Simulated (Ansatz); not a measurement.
Ga2O3, response to strain

The parent structure is Ga2O3 in the corundum structure (space group R-3c, No. 167; a = 5.058 Å, c = 13.623 Å (hexagonal axes)).

Strains are applied to the cell and any free atomic positions relax.

Level of theory: PBE (Ansatz, a first-principles code), no SOC.

Notes on the quantities. pressure: mean of the normal stresses, compression positive; energy relative to the base: free energy F.

```
variant                    electron mass    pressure  energy relative to the base  volume per atom  band gap
------------------------  --------------  ----------  ---------------------------  ---------------  --------
base                      0.21 mₑ (at Γ)    0.01 GPa                   0 meV/atom         10.06 Å³   2.40 eV
isotropic strain +0.75 %  0.20 mₑ (at Γ)   -4.26 GPa                +3.1 meV/atom         10.29 Å³   2.18 eV
isotropic strain +1.50 %  0.18 mₑ (at Γ)   -8.07 GPa                 +12 meV/atom         10.52 Å³   1.96 eV
isotropic strain +2.25 %  0.17 mₑ (at Γ)  -11.47 GPa                 +26 meV/atom         10.75 Å³   1.74 eV
isotropic strain +3.00 %  0.16 mₑ (at Γ)  -14.49 GPa                 +46 meV/atom         10.99 Å³   1.53 eV
```

Effective masses come from finite differences of ±0.01 Å⁻¹. Stability against distortions was not tested.
